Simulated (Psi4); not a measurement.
Psi4 1.11, B3LYP/def2-svp: Nb(S)(Cl)2(OSiH3) ([SiH3][O][Nb](=[S])([Cl])[Cl]), 9 atoms. The geometry is a generated start, not checked to be a minimum at this level.

| Quantity | Value |
|---|---|
| task | energy |
| method | b3lyp |
| basis | def2-svp |
| memory | 3 GB |
| maxiter | 100 |
| keys of the molecule block | symmetry c1 |
| scf_type | df (default) |
| e_convergence | 1e-06 (default) |
| d_convergence | 1e-06 (default) |
| dft_radial_points | 75 (default) |
| dft_spherical_points | 302 (default) |
| effective core potentials | those of the basis set, past Kr |
| basis functions | 132 |
| grid points | 194098 |

```xyz
9

Nb    -1.0625     0.9045     0.7158
S     -0.3008     2.8408    -0.0578
Cl    -0.9698     1.1681     2.9102
Cl    -3.2173     0.9840     0.2423
O      0.0536    -0.3116    -0.0518
Si     1.1774    -1.2298    -0.8088
H      2.3357    -1.2232     0.0905
H      1.4150    -0.5743    -2.0982
H      0.5687    -2.5584    -0.9423
```

Charge 0 and multiplicity 1 are set for this test and not shown to be the ground state.

With the defaults (diis = true, scf_initial_accelerator = adiis, damping_percentage = 0, guess = auto, which took SAD, diis_max_vecs = 10, level_shift = 0, level_shift_cutoff = 0.01, soscf = false) it converges in 11 SCF iterations. One run each on 2 threads, with these changes:
- guess = modhuckel
- diis_max_vecs = 6
- guess = core
- diis_max_vecs = 20
- diis = false, scf_initial_accelerator = none, damping_percentage = 60
- scf_initial_accelerator = none
- soscf = true
- level_shift = 0.1, level_shift_cutoff = 0.001
- diis_max_vecs = 3

**Question.** Which runs fail or end elsewhere than the default run?

**Answer.** No convergence: diis = false, scf_initial_accelerator = none, damping_percentage = 60 (the run ends without SCF convergence in 100 iterations). The rest reach the solution of the defaults.

```json
[
 {"setting": "soscf = true", "SCF iterations": "7", "JK calls": "23", "end": "same solution"},
 {"setting": "the defaults", "SCF iterations": "11", "JK calls": "12", "end": "same solution"},
 {"setting": "diis_max_vecs = 20", "SCF iterations": "11", "JK calls": "12", "end": "same solution"},
 {"setting": "diis_max_vecs = 6", "SCF iterations": "11", "JK calls": "12", "end": "same solution"},
 {"setting": "scf_initial_accelerator = none", "SCF iterations": "11", "JK calls": "12", "end": "same solution"},
 {"setting": "level_shift = 0.1, level_shift_cutoff = 0.001", "SCF iterations": "12", "JK calls": "13", "end": "same solution"},
 {"setting": "guess = modhuckel", "SCF iterations": "13", "JK calls": "54", "end": "same solution"},
 {"setting": "guess = core", "SCF iterations": "16", "JK calls": "16", "end": "same solution"},
 {"setting": "diis_max_vecs = 3", "SCF iterations": "31", "JK calls": "32", "end": "same solution"},
 {"setting": "diis = false, scf_initial_accelerator = none, damping_percentage = 60", "SCF iterations": "100", "JK calls": "101", "end": "no convergence"}
]
```

An SOSCF iteration holds several JK calls; a Hückel guess adds calls on atoms. 1 further run of the study ended by our limits or in an error and is left out.
